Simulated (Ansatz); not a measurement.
**Several settings converged on LiMoN2 (R3m, 4 atoms in the cell)**

```
LiMoN2
1.0
    1.45292     0.83884     5.32549
   -1.45292     0.83884     5.32549
    0.00000    -1.67769     5.32549
Li Mo N
1 1 2
Cartesian
  0.00000   0.00000   6.65771
  0.00000   0.00000   9.36093
  0.00000   0.00000  13.46214
  0.00000   0.00000  15.92139
```

Base method: LDA (PW92), default PAW files made with PBE (plane waves; Ansatz, an electronic-structure program).

Base settings: basis.ecutwfc = 420 eV; kpoints.mp_grid.grid = 13 13 13; hamiltonian.xc = lda; hamiltonian.pseudopotentials = {kind: paw} (the program's default PAW files); scf.occupations.method = gaussian; scf.occupations.width = 0.1 eV.

The count of work is k-points × plane waves × bands × iterations; it is no time. Core times come from one kind of shared machine, to one figure; runs under 30 s give none.

**The width of Fermi-Dirac smearing**

In this ladder: kpoints.mp_grid.grid = 21 21 21; scf.occupations.method = fermi_dirac.

Narrow widths need finer meshes than wide ones, so the last steps can hold mesh noise.

Only quantities that move along the ladder and can be compared are tabulated; pressure and forces are left out, as mesh noise rules them at narrow widths.

```csv
scf.occupations.width,free energy less the last step's (meV/atom),energy extrapolated to zero width less the last step's (meV/atom)
1 eV,-526.95,-15.16
0.5 eV,-157.49,-33.12
0.3 eV,-68.26,-13.22
0.2 eV,-33.38,-5.10
0.1 eV,-7.65,-0.53
0.05 eV,0.00,0.00
```

Widest scf.occupations.width that holds the energy extrapolated to zero width within 2 meV/atom of the last step, with all finer ones: 0.1 eV; the step before is off by 5.1 meV/atom.

Widest scf.occupations.width that holds the free energy within 5 meV/atom: not settled: the last two steps still differ by 7.7 meV/atom, over half the tolerance, so the ladder does not show it.

The extrapolation to zero width removes most of the smearing's effect on the energy.

**The width of Methfessel-Paxton smearing**

In this ladder: kpoints.mp_grid.grid = 21 21 21; scf.occupations.method = methfessel_paxton.

Narrow widths need finer meshes than wide ones, so the last steps can hold mesh noise.

Only quantities that move along the ladder and can be compared are tabulated; pressure and forces are left out, as mesh noise rules them at narrow widths.

```tsv
scf.occupations.width	free energy less the last step's (meV/atom)
1 eV	-14.74
0.5 eV	-2.84
0.3 eV	-0.35
0.2 eV	0.15
0.1 eV	0.14
0.05 eV	0.00
```

Widest scf.occupations.width that holds the free energy within 2 meV/atom of the last step, with all finer ones: 0.3 eV; the step before is off by 2.8 meV/atom.

**The mesh under tetrahedron occupations**

In this ladder: scf.occupations.method = tetrahedron; scf.occupations.width = default.

Only quantities that move along the ladder and can be compared are tabulated.

```csv
kpoints.mp_grid.grid,free energy less the last step's (meV/atom),pressure (GPa),largest difference of a force vector from the last step's (eV/Å),count of work / last,core time / last (rough)
6 6 6,-10.16,-12.71,0.089,0.012,–
7 7 7,0.88,-12.62,0.126,0.016,–
8 8 8,-2.89,-12.51,0.076,0.024,–
10 10 10,1.84,-12.40,0.028,0.042,–
13 13 13,0.14,-12.46,0.021,0.084,–
16 16 16,-0.15,-12.47,0.015,0.15,0.2
20 20 20,0.12,-12.46,0.005,0.29,0.2
25 25 25,0.00,-12.46,0.003,0.54,0.3
31 31 31,0.00,-12.46,0.000,1.0,1
```

Coarsest kpoints.mp_grid.grid that holds the pressure within 0.1 GPa of the last step, with all finer ones: 8 8 8, at 0.024 of the last step's count of work; the step before is off by 0.16 GPa.

Coarsest kpoints.mp_grid.grid that holds the free energy within 5 meV/atom of the last step, with all finer ones: 7 7 7, at 0.016 of the last step's count of work; the step before is off by 10 meV/atom.

On the base run: the starting cell comes from a database of computed structures (which also holds hypothetical and non-ambient phases and stackings), without a prior relaxation at this level. Its lattice was rescaled by up to half a per cent. One atom was moved a little off its site on purpose. Spin polarisation is off; with an odd number of electrons in the cell that forces a metal, and a magnetic state may lie lower. In the base run, with a pressure of about -12 GPa the cell is away from its equilibrium volume at this level. Ansatz's pressure includes its estimate of the finite-basis (Pulay) stress.

Left out of this page: 4 runs of the series outside the window shown, repeating another row's setting, or not comparable.

Keys are those of Ansatz 0.2.
